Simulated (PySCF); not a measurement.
PySCF 2.14.0, B3LYP/def2-svpd, df: tellurium hexafluoride (F[Te](F)(F)(F)(F)F), 7 atoms. The geometry is a generated start, not checked to be a minimum at this level.

- task = energy
- method = b3lyp
- basis = def2-svpd
- two-electron scheme = density fitting
- mol.max_memory = 3000 MB
- mf.max_cycle = 100
- mf.conv_tol = 1e-09 (default)
- mf.grids.level = 3 (default)
- effective core potentials = those of the basis set, past Kr
- basis functions = 173
- grid points = 107536

```xyz
7

F      0.9971    -1.4695    -0.6220
Te    -0.0017     0.0017    -0.0012
F      1.3299     1.1612    -0.6586
F     -1.3040    -1.1696     0.6857
F     -0.9120     0.0566    -1.6432
F      0.8846    -0.0665     1.6583
F     -0.9941     1.4861     0.5811
```

With the defaults (mf.DIIS = CDIIS, mf.diis = true, mf.diis_space = 8, mf.level_shift = 0, mf.init_guess = minao, mf.damp = 0, mf.diis_start_cycle = 1) it converges in 13 Fock builds. One run each on 2 threads, 1 BLAS thread, with these changes:
- mf.diis_space = 5
- mf.init_guess = atom
- mf.diis = false
- mf.diis_space = 20
- mf.diis_space = 12
- mf.diis = false, mf.damp = 0.7, mf.diis_start_cycle = 999
- mf.DIIS = EDIIS
- mf.level_shift = 1 Hartree
- mf.damp = 0.3, mf.diis_start_cycle = 4

Question: Name the settings that don't reach the solution of the defaults.

Answer: No convergence: mf.DIIS = EDIIS; mf.diis = false (the run ends without SCF convergence in 100 cycles). The rest reach the solution of the defaults.

```csv
setting,Fock builds,end
mf.init_guess = atom,11,same solution
the defaults,13,same solution
mf.diis_space = 12,13,same solution
mf.diis_space = 20,13,same solution
mf.diis_space = 5,14,same solution
"mf.damp = 0.3, mf.diis_start_cycle = 4",14,same solution
mf.level_shift = 1 Hartree,23,same solution
"mf.diis = false, mf.damp = 0.7, mf.diis_start_cycle = 999",29,same solution
mf.DIIS = EDIIS,101,no convergence
mf.diis = false,101,no convergence
```
